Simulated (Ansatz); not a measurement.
Functionals compared on the (10-12) surface of hcp Co, ferromagnetic in its 1x1 cell, outermost plane spacing 0.98 Å in the ideal cut (one of several cuts of this face), in Ansatz (plane waves, PAW). The structure was relaxed with PBE; the other rows are single points on it, each with its references at the same level. Cutoff 420 eV.

Set-up: 16 atoms, 11.3 Å thick at the start; mesh 15x7x1; 0.1 eV smearing; dipole correction on; all atoms relaxed; held to the start's symmetry, so lower structures may exist; spin-polarised, no spin-orbit, no U. These notes are the PBE run's.

```csv
functional,surface energy (J/m²),work function of the top face (eV),magnetic moment of the cell (μB),rough cost of the single point
PBE,2.58,4.52,26.78,–
LDA,3.24,4.88,26.26,around 18 core-minutes (rough)
PBEsol,?,?,26.75,around 18 core-minutes (rough)
RPBE,2.30,4.35,26.92,around 19 core-minutes (rough)
```

### Question
Complete the blanks.

### Answer

- PBEsol, surface energy (J/m²): 3.01
- PBEsol, work function of the top face (eV): 4.62

Ansatz is a program for electronic structure.
